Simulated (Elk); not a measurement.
Elk run on W (Im-3m, 1 atom in the cell): self-consistent single point

Method: Elk 10.2.4 with PBE, all-electron FP-LAPW, Elk's shipped species files, APW+lo basis with extra local orbitals.

This input was run:

```
tasks
  0

xctype
  20

rgkmax
  8.0

gmaxvr
  14.0

nxlo
  2

lorbcnd
  .true.

lmaxi
  2

stype
  0

swidth
  0.00999582

maxscl
  100

scale
  5.16400522

avec
   -0.5773502692    0.5773502692    0.5773502692
    0.5773502692   -0.5773502692    0.5773502692
    0.5773502692    0.5773502692   -0.5773502692

atoms
  1
  'W.in'
  1
  0.0000000000  0.0000000000  0.0000000000    0.0 0.0 0.0

ngridk
  19 19 19
```

The program printed (abridged):

```
│ Elk code version 10.2.4 │

All units are atomic (Hartree, Bohr, etc.)

│ Ground-state run starting from atomic densities │

Lattice vectors :
  -2.981439804       2.981439804       2.981439804
   2.981439804      -2.981439804       2.981439804
   2.981439804       2.981439804      -2.981439804

Unit cell volume      :    106.0078746
Brillouin zone volume :    2.339922524

Muffin-tin inner radius fraction :   0.1000000000E-01

Nuclei treated as point charges

Species :    1 (W)
 parameters loaded from : W.in
 name : tungsten
 nuclear charge    :   -74.00000000
 electronic charge :    74.00000000
 atomic mass :    335119.8190
 muffin-tin radius :    2.557002610
 number of radial points in muffin-tin :    697
 atomic positions (lattice), magnetic fields (Cartesian) :
   1 :   0.00000000  0.00000000  0.00000000    0.00000000  0.00000000  0.00000000

Total number of atoms per unit cell :    1

Spin treatment :
 spin-unpolarised

Number of Bravais lattice symmetries :   48
Number of crystal symmetries         :   48
Crystal has inversion symmetry
Real symmetric eigensolver will be used

k-point grid :     19    19    19
k-point offset :    0.000000000       0.000000000       0.000000000
k-point set is reduced with full crystal symmetry group
Total number of k-points :      220

Muffin-tin radius times maximum |G+k| :    8.000000000
 using average radius
Maximum |G+k| for APW functions       :    3.128663212
Maximum (1/2)|G+k|²                   :    4.894266748
Maximum |G| for potential and density :    14.00000000
 potential will be trimmed for |G| > 2 gkmax
Constant for pseudocharge density :    9
Radial integration step length :    4

G-vector grid sizes :     24    24    24
Number of G-vectors :     4921

Maximum angular momentum used for
 APW functions                      :    8
 outer part of muffin-tin           :    6
 inner part of muffin-tin           :    2

Total nuclear charge    :   -74.00000000
Total core charge       :    46.00000000
Total valence charge    :    28.00000000
Total excess charge     :    0.000000000
Total electronic charge :    74.00000000

Effective Wigner radius, rₛ :   0.6993146064

Number of empty states         :    4
Total number of valence states :   18
Total number of core states    :   46

Conduction state local-orbitals added automatically
Total number of local-orbitals :  101

Exchange-correlation functional :     20     0     0
 Perdew-Burke-Ernzerhof, Phys. Rev. Lett. 77, 3865 (1996)
 gradient requirement :    1
 generalised gradient approximation (GGA)

Smearing type :    0
 Gaussian
Smearing width :   0.9995820000E-02
Effective electronic temperature (K) :    3156.430308

Mixing type :    3
 Broyden mixing, J. Phys. A: Math. Gen. 17, L317 (1984)

Kohn-Sham potential initialised from atomic data

│ Self-consistent loop started │
│ Loop number : 1 │
 total energy                :     -16167.1945916
│ Loop number : 2 │
 total energy                :     -16167.3963612
RMS change in Kohn-Sham potential (target) :   0.1538647287     (  0.1000000000E-05)
Absolute change in total energy (target)   :   0.2017695740     (  0.1000000000E-03)
│ Loop number : 3 │
 total energy                :     -16167.5482858
RMS change in Kohn-Sham potential (target) :   0.1484200941     (  0.1000000000E-05)
Absolute change in total energy (target)   :   0.2023670099     (  0.1000000000E-03)
│ Loop number : 4 │
 total energy                :     -16167.3808375
RMS change in Kohn-Sham potential (target) :   0.1228331431     (  0.1000000000E-05)
Absolute change in total energy (target)   :   0.1168565023     (  0.1000000000E-03)
│ Loop number : 5 │
 total energy                :     -16166.8090213
RMS change in Kohn-Sham potential (target) :   0.5533924816E-01 (  0.1000000000E-05)
Absolute change in total energy (target)   :   0.6010303655     (  0.1000000000E-03)
│ Loop number : 6 │
 total energy                :     -16166.4587544
RMS change in Kohn-Sham potential (target) :   0.1702800382E-01 (  0.1000000000E-05)
Absolute change in total energy (target)   :   0.5005244573     (  0.1000000000E-03)
│ Loop number : 7 │
 total energy                :     -16166.3013854
RMS change in Kohn-Sham potential (target) :   0.2704448970E-03 (  0.1000000000E-05)
Absolute change in total energy (target)   :   0.2825001869     (  0.1000000000E-03)
│ Loop number : 8 │
 total energy                :     -16166.2695427
RMS change in Kohn-Sham potential (target) :   0.8381552167E-04 (  0.1000000000E-05)
Absolute change in total energy (target)   :   0.1024677511     (  0.1000000000E-03)
│ Loop number : 9 │
 total energy                :     -16166.2608170
RMS change in Kohn-Sham potential (target) :   0.4176156395E-04 (  0.1000000000E-05)
Absolute change in total energy (target)   :   0.3434261149E-01 (  0.1000000000E-03)
│ Loop number : 10 │
 total energy                :     -16166.2595787
RMS change in Kohn-Sham potential (target) :   0.2356498387E-04 (  0.1000000000E-05)
Absolute change in total energy (target)   :   0.9823907418E-02 (  0.1000000000E-03)
│ Loop number : 11 │
 total energy                :     -16166.2575872
RMS change in Kohn-Sham potential (target) :   0.1195464738E-04 (  0.1000000000E-05)
Absolute change in total energy (target)   :   0.4447471239E-02 (  0.1000000000E-03)
│ Loop number : 12 │
 total energy                :     -16166.2576141
RMS change in Kohn-Sham potential (target) :   0.9385162104E-05 (  0.1000000000E-05)
Absolute change in total energy (target)   :   0.1084952086E-02 (  0.1000000000E-03)
│ Loop number : 13 │
 total energy                :     -16166.2578810
RMS change in Kohn-Sham potential (target) :   0.1076257690E-05 (  0.1000000000E-05)
Absolute change in total energy (target)   :   0.4433371942E-05 (  0.1000000000E-03)
│ Loop number : 14 │
 total energy                :     -16166.2579247
RMS change in Kohn-Sham potential (target) :   0.4262568477E-07 (  0.1000000000E-05)
Absolute change in total energy (target)   :   0.4263922710E-04 (  0.1000000000E-03)
Convergence targets achieved

│ Loop number : 15 │

Energies :
 Fermi                       :     0.540523485790
 sum of eigenvalues          :     -9887.61313050
 electron kinetic            :      18214.0988815
 core electron kinetic       :      17573.7217533
 Coulomb                     :     -34054.8357579
 Coulomb potential           :     -27675.9417773
 nuclear-nuclear             :     -1287.04128729
 electron-nuclear            :     -37859.6471639
 Hartree                     :      5091.85269328
 Madelung                    :     -20216.8648693
 xc potential                :     -425.770234656
 exchange                    :     -321.035645118
 correlation                 :     -4.48540537308
 total energy                :     -16166.2579269

Density of states at Fermi energy :    11.54883183
 (states/Hartree/unit cell)

Estimated indirect band gap :   0.2847553428E-02
 from k-point    178 to k-point    125
Estimated direct band gap   :   0.9741289534E-02
 at k-point    193

Charges :
 core                        :    46.00000000
 valence                     :    28.00000000
 interstitial                :    1.653985562
 muffin-tins (core leakage)
  species :    1 (W)
   atom    1                 :    72.34601444     (  0.6130835999E-06)
 total in muffin-tins        :    72.34601444
 total calculated charge     :    73.99666555
 total charge                :    74.00000000
 error                       :   0.3334446089E-02

│ Self-consistent loop stopped │
```

The run converged in 15 iterations. The count includes the last loop, which Elk runs after its targets are met.

The starting cell comes from a database of computed structures (which also holds hypothetical and non-ambient phases and stackings), without a prior relaxation at this level. Its lattice was rescaled by a random factor within 2.5 % of one. Spin-orbit coupling is off. Spin polarisation is off. Values depend on the basis (sphere radii, cutoffs, local orbitals), which need not be converged. The log's line on a gap gives a spacing of levels on this mesh, which the program prints for metals too.
